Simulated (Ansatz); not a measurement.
Base system: Bi (space group R-3m, No. 166; a = 4.4730 Å, c = 11.2655 Å (hexagonal axes); relaxed with 0.1 eV smearing). Axes: x lies along a and z along c of the hexagonal cell.

Level of theory: Kohn–Sham DFT with the PBEsol-D3(BJ) functional, run in Ansatz (an electronic-structure program) with PAW and 420 eV plane waves, without spin-orbit coupling, earlier PAW set.

It is then changed as follows: uniaxial strain ε_yy = +1.99 %, all other strain components held at zero, atoms relaxed at fixed cell.

Problem. Predict the stress tensor and what it implies for the stiffness.

Solution. Stress of the strained cell less that of the base (GPa, compression positive):
```
   -0.7     0.0     0.0
    0.0    -1.5    -0.1
    0.0    -0.1    -0.7
```

Then −Δσ_ii/ε with ε = 0.0199 gives secant stiffness values (nonlinear terms included at this strain): C22 ≈ 75 GPa, C12 ≈ 36 GPa and C23 ≈ 35 GPa.

Whether these cells are dynamically stable was not tested.
